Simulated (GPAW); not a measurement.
# What a tighter setting buys: ecut, KMo₃S₃ (P6_3/m, 14 atoms in the cell)

Cell: a = 8.9743 Å, b = 8.9743 Å, c = 4.4801 Å, α = 90.00°, β = 90.00°, γ = 120.00°.

Method: PBEsol, GPAW PAW datasets PBEsol (made by gpaw-setup) (plane waves; GPAW).

Base settings: mode = pw; ecut = 550 eV; xc = PBEsol; kpts = 3 3 5; mesh shift (steps) = 0.5 0.5 0.5; occupations.name = fermi-dirac; occupations.width = 0.136 eV; nbands = -18; convergence.density = 1e-05 e/electron; convergence.energy = 1e-05 eV/electron.

Misses are taken against the tightest run, 825 eV, which need not be fully converged itself. The energy is the free energy per atom.

The count of work is k-points × plane waves × bands × iterations; it is no time, and leaves out set-up, grids and terms that scale otherwise. Core times come from one kind of shared machine and are given to one figure; runs under 30 s give none.

The starting cell comes from a database of computed structures (which also holds hypothetical and non-ambient phases and stackings), without a prior relaxation at this level. Its lattice was rescaled by a random factor within 2.5 % of one. Spin polarisation is off. In the base run, with a pressure of about -6 GPa the cell is away from its equilibrium volume at this level.

| ecut | energy less reference (meV/atom) | pressure less reference (GPa) | largest difference in the force on any atom (eV/Å) | count of work / reference | core time / reference (rough) |
|---|---|---|---|---|---|
| 220 eV | 439.66 | -4.42 | 0.091 | 0.13 | 0.1 |
| 275 eV | 219.37 | -4.35 | 0.084 | 0.14 | 0.2 |
| 330 eV | 95.02 | -2.63 | 0.043 | 0.27 | 0.3 |
| 385 eV | 34.04 | -1.09 | 0.020 | 0.32 | 0.4 |
| 440 eV | 13.15 | -0.38 | 0.002 | 0.33 | 0.4 |
| 495 eV | 6.64 | -0.13 | 0.002 | 0.36 | 0.4 |
| 550 eV | 4.03 | -0.07 | 0.003 | 0.49 | 0.6 |
| 630 eV | 2.09 | -0.03 | 0.003 | 0.65 | 0.9 |
| 715 eV | 0.88 | -0.02 | 0.002 | 0.70 | 0.8 |
| 825 eV | 0.00 | 0.00 | 0.000 | 1.0 | 1 |

Coarsest setting among those run that, with all tighter ones, holds the energy within 20 meV/atom of the reference: 440 eV, off by 13 meV/atom; it needs 0.33 of the reference's count of work and about 0.4 of the reference's time.

Coarsest setting among those run that, with all tighter ones, holds the energy within 10 meV/atom of the reference: 495 eV, off by 6.6 meV/atom; it needs 0.36 of the reference's count of work and about 0.4 of the reference's time.

Smallest miss in the energy for at most 0.2 times the reference's count of work: 275 eV, with a miss of 220 meV/atom at a count of 0.14.

The step from 220 eV to 440 eV: it takes the miss in the energy from 440 to 13 meV/atom, for 2.6 times the count of work and roughly 3 times the time.
